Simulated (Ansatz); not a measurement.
Ge (diamond structure), Σ3 (111) [1-10] symmetric tilt. One Si atom replaces one Ge atom in a bicrystal of 32 atoms (one solute to 29 Å² of one boundary, a high coverage); atoms relaxed, cell held. Energies count from the site farthest from both boundaries, which lies only 5.4 Å away; negative means that the solute is drawn to the site. The cell is neutral, and spin is allowed where the electrons are odd. k-points: Γ-centred 3×5×1 mesh; occupations: Fermi-Dirac, 0.050 eV; spin polarisation not allowed. No spin-orbit coupling.

Sites tried, by distance from the nearest boundary plane (Å): 1.26, 1.26, 1.26, 2.09.

Task: Does Si segregate by PBE (Ansatz, an electronic-structure program), and with what energy at each site?

Result: 1.26 Å: 0.01 eV; 1.26 Å: 0.01 eV; 1.26 Å: 0.01 eV; 2.09 Å: -0.01 eV. No site tried binds it by more than 0.05 eV.
